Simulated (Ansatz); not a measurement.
## BaTiO3: response to strain

Start from BaTiO$_{3}$ in the cubic perovskite structure (space group Pm-3m, No. 221; a = 3.970 Å). Axes: x, y, z lie along the cube axes.

Strains are applied to the cell and any free atomic positions relax; under biaxial strain the out-of-plane vector relaxes too.

Computed with PBEsol, PAW, 420 eV (Ansatz, a first-principles code; without spin-orbit coupling).

Notes on the quantities. energy relative to the base: free energy F.

```csv
case,band gap,energy relative to the base,smallest direct gap,volume per atom
base,1.82 eV,0 meV/atom,1.89 eV,12.51 Å³
"biaxial strain +0.50 %, plane normal [111], relaxed out of plane",1.77 eV,+0.7 meV/atom,1.84 eV,12.60 Å³
"biaxial strain +1.00 %, plane normal [111], relaxed out of plane",1.73 eV,+2.9 meV/atom,1.78 eV,12.70 Å³
"biaxial strain +1.50 %, plane normal [111], relaxed out of plane",1.69 eV,+6.6 meV/atom,1.73 eV,12.79 Å³
"biaxial strain +2.00 %, plane normal [111], relaxed out of plane",1.64 eV,+12 meV/atom,1.68 eV,12.88 Å³
"biaxial strain +2.50 %, plane normal [111], relaxed out of plane",1.60 eV,+18 meV/atom,1.63 eV,12.98 Å³
```

Whether these cells are dynamically stable was not tested. All final runs are without spin polarisation. Many cubic perovskites are stable only at high temperature; tilts and polar distortions were not tested. This is not the structure that BaTiO3 has at room temperature and ambient pressure.
